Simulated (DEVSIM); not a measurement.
System: Co/Si3N4/n-Si capacitor, at 300 K.

Layer 1 from the left is Si3N4, thickness (nm) 2.10. Layer 2 from the left is Si, thickness (nm) 3200, Nd (cm⁻³) 3.3e16.

Metal gate on the left, work function 5 eV. Fixed charge at the semiconductor interface 1.4e10 cm⁻² (in units of +e); interface traps 2.2e11 cm⁻² eV⁻¹, uniform in energy, neutral level at 0.3 of the gap above the valence band.

This is a model device: material constants are rounded textbook-type values typed into the input, and sizes, dopings and lifetimes were drawn at random. Values at 300 K.

Si3N4: gap (eV) 5.1, affinity (eV) 2.1, permittivity 7.5. Si: gap (eV) 1.124, affinity (eV) 4.05, permittivity 11.7, Nc (cm⁻³) 2.86e19, Nv (cm⁻³) 3.1e19.

Model (solved in DEVSIM): 1D Poisson equation in equilibrium, Boltzmann statistics, complete ionisation; no quantum confinement or tunnelling. Metal contacts follow the ideal Schottky-Mott rule: no Fermi-level pinning, no interface dipoles.

Q: What does the simulation give for the threshold voltage (band bending 2φF), the minimum of the low-frequency capacitance, the flat-band voltage?

A: threshold voltage (band bending 2φF) -0.03 V; minimum of the low-frequency capacitance 0.0990 μF/cm²; flat-band voltage 0.78 V.
